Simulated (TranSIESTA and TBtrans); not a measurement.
Run with TranSIESTA and TBtrans (open boundaries, self-consistent; PseudoDojo norm-conserving potentials, scalar-relativistic): Spin polarized, PAO.BasisSize DZP, PAO.EnergyShift 0.15 eV, XC.Authors PBE, Mesh.Cutoff 200 Ry, ElectronicTemperature 300 K, TS.Voltage 0.0 eV, TBT.Elecs.Eta 0.001 eV.

Junction: Ag chain with one Rh atom in place of Ag. Leads: straight Ag chain, spacing 2.517 Å. Geometry: 3 atoms about the centre moved by SIESTA (PBE, DZP) to a largest force of 0.02 eV/Å, all others as built, motion along the axis alone.

Predict: conductance at 300 K (G0 = 2e²/h); mean T from −0.5 to 0.5 eV.

conductance at 300 K (G0 = 2e²/h): 0.98; mean T from −0.5 to 0.5 eV: 0.92. Moments were seeded on the central atoms alone, and one start was tried. The straight chain is held at its spacing; free chains may zigzag or dimerise.
